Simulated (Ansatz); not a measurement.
BeS (model structure, started from the rocksalt type, Fm-3m, No. 225, 2 atoms in the cell) was calculated with PBE0 in Ansatz (PAW).

Run with plane-wave cutoff 460 eV, 10×10×10 k mesh, Fermi–Dirac smearing 0.01 eV, scalar-relativistic PAW data made under PBE.

Cell (relaxed with PBEsol):

```yaml
crystal:
  lattice:
    - [0.00000, 2.29492, 2.29492]
    - [2.29492, 0.00000, 2.29492]
    - [2.29492, 2.29492, 0.00000]
  atoms:
    - { symbol: S, position: [0.00000, 0.00000, 0.00000] }
    - { symbol: Be, position: [0.50000, 0.50000, 0.50000] }
```

Task: What does this level give for the band gap, smallest direct gap on the k points sampled and Γ–Γ gap?

Result: 
- band gap = 2.45 eV (indirect)
- smallest direct gap on the k points sampled = 6.09 eV
- Γ–Γ gap = 7.85 eV

Note: the relaxation could raise the start's symmetry but not lower it, so the cell can be a saddle point; cell and atoms aren't relaxed at this level (pressure 1.5 GPa).

The computed numbers hold no vibrational or temperature effects.

The result took about 110 core-seconds (a rough figure).

A model structure was made by putting elements into a prototype or built by hand; it is no filed structure, need not be a known phase, and can be a saddle point held by its symmetry.

Ansatz is a program for electronic structure.
